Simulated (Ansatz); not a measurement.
For SnO (model structure, started from the zincblende type, F-43m, No. 216, 2 atoms in the cell), PBE-D3(BJ) (plane waves, PAW; Ansatz, a program for electronic structure) gives:

- lattice constant a: 5.429 Å
- formation enthalpy: -0.831 eV/atom

### Question
What does r²SCAN (Ansatz, plane waves, PAW) give for the same quantities?

### Answer

- lattice constant a: 5.409 Å (shrinks by 0.4 %)
- formation enthalpy: -0.785 eV/atom (moves by +0.046 eV/atom)

Changes are worked out from the printed values.

Unless a cell is named, each level is at its own relaxed cell (PBE-D3(BJ) 20.01, r²SCAN 19.78 Å³/atom).

Levels without +SOC leave out spin–orbit coupling, which shifts energies and cells of such heavy elements.

Caveats: a distance lies near a switch of the dispersion term, which can move the cell (PBE-D3(BJ)). Ansatz's density-functional and Hartree–Fock values are scalar-relativistic unless marked +SOC, with PAW data made under PBE.

A model structure was made by putting elements into a prototype or built by hand; it is no filed structure, need not be a known phase, and can be a saddle point held by its symmetry.
